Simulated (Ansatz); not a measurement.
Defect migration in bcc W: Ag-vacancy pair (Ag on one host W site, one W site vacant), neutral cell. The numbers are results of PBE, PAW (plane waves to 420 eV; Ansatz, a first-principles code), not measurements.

Cell of 36 host sites held at the relaxed PBE lattice; a 2×2×3 k-point mesh shifted by half a step; Fermi-Dirac width 0.10 eV, spin-restricted; finite-size errors left in. Static, classical nuclei. Spin-orbit coupling is left out. Forms of the defect that were not tried may lie lower.

Barriers: single points on a 3×3×5 k-point mesh shifted by half a step at the bands' geometries.

Relaxed starting cell (atoms counted from 1):

```xyz
35
Lattice="9.5529 0.0000 0.0000 0.0000 9.5529 0.0000 0.0000 0.0000 6.3686" Properties=species:S:1:pos:R:3 pbc="T T T"
Ag     0.1699     0.1765     0.1908
W     -0.0042     0.0021     3.1925
W      0.0068     3.1568     0.0345
W     -0.0007     3.1594     3.1632
W     -0.0074     6.3844     0.0051
W     -0.0045     6.3609     3.1950
W      3.1504     0.0130     0.0344
W      3.1528     0.0056     3.1630
W      3.1512     3.1577     0.0226
W      3.1631     3.1695     3.1647
W      3.1732     6.3590     0.0089
W      3.1830     6.3550     3.2003
W      6.3780    -0.0012     0.0051
W      6.3543     0.0018     3.1949
W      6.3526     3.1795     0.0089
W      6.3485     3.1894     3.2003
W      6.3596     6.3659     0.0184
W      6.3627     6.3690     3.1974
W      1.6167     1.6233     4.7103
W      1.5845     4.7465     1.6018
W      1.5817     4.7612     4.7879
W      1.6184     7.9096     1.6268
W      1.5913     7.9660     4.7903
W      4.7397     1.5909     1.6018
W      4.7547     1.5881     4.7877
W      4.7672     4.7735     1.5977
W      4.7606     4.7669     4.7937
W      4.7707     7.9612     1.6019
W      4.7527     7.9770     4.7955
W      7.9028     1.6249     1.6270
W      7.9598     1.5976     4.7904
W      7.9550     4.7771     1.6020
W      7.9708     4.7592     4.7957
W      7.9567     7.9631     1.6071
W      7.9659     7.9724     4.7824
```

End state 1 differs by these moves (Å; atoms that move under 0.08 Å are left out):

| atom | element | Δx | Δy | Δz |
|---|---|---|---|---|
| 1 | Ag | 1.23 | 1.23 | 1.23 |
| 2 | W | -0.04 | -0.04 | 0.08 |
| 3 | W | -0.05 | 0.07 | -0.05 |
| 7 | W | 0.07 | -0.05 | -0.05 |
| 19 | W | -0.04 | -0.04 | 0.08 |
| 22 | W | -0.05 | 0.07 | -0.05 |
| 30 | W | 0.07 | -0.05 | -0.05 |

Problem. Give the forward and backward barriers to end state 1 at the level PBE, PAW.

Solution. forward 0.53 eV, backward 0.53 eV; at the saddle point atom 1 has neighbours 4 W at 2.71, 2 W at 2.74, 6 W at 3.41 Å. The saddle point's order was not checked, and it lies on a symmetry element of the cell, where a band can be held.
